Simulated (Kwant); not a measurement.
Model system: wire with an abrupt hard-wall neck in a In0.53Ga0.47As two-dimensional gas. Effective mass 0.041 mₑ, grid spacing 5 nm, hard walls, nominal width 150 nm (29 grid rows, so walls 150 nm apart), one parabolic valley, scattering region 450 nm long along x; energies count from the band bottom; Fermi energy swept from 0.00020381 to 0.0143 eV. Central neck 53 nm wide and 86 nm long.

The device is made up for the run: typed textbook-type constants, with dimensions and the other settings drawn at random.

Kwant, effective-mass tight-binding model on a square grid, one spin, coherent transport at 0 K. Conductance is in e²/h.

Density of the scattering states that come in from the left lead, at energy = 0.0036768 eV, in bins, relative to the largest site value (x marks bins outside the device):

```
|::......          xxxxxxxx                  |
|**++==--::.....   xxxxxxxx                  |
|%%%#*++==-:.....  xxxxxxxx                  |
|@@%%#*++=-::.::.. xxxxxxxx                  |
|*#**+===--:...::. xxxxxxxx                  |
|===--:::::. ..:.. xxxxxxxx                  |
|.::.......   .... xxxxxxxx                  |
|...    ...    ...                           |
|==-:::::::..   ..                           |
|#*+==-----:..        .....                  |
|@%#*+++===-:.    .  .......                 |
|@%#*+++==--:.       .......                 |
|#*+==-----:..        .....                  |
|==-:::::::..   ..                           |
|...    ...    ...                           |
|.::.......   .... xxxxxxxx                  |
|===--:::::. ..:.. xxxxxxxx                  |
|*#**+===--:...::. xxxxxxxx                  |
|@@%%#*++=-::.::.. xxxxxxxx                  |
|%%%#*++==-:.....  xxxxxxxx                  |
|**++==--::.....   xxxxxxxx                  |
|::......          xxxxxxxx                  |
```
Scale: ten equal steps from 0.000 (start of ' ') to 0.936 (end of '@'), in the order ' .:-=+*#%@'; x runs from -215 to 215, y from -66.8 (bottom) to 66.8 (top).

The conductance there is 0.97 e²/h with 3 open channel(s) in the leads.
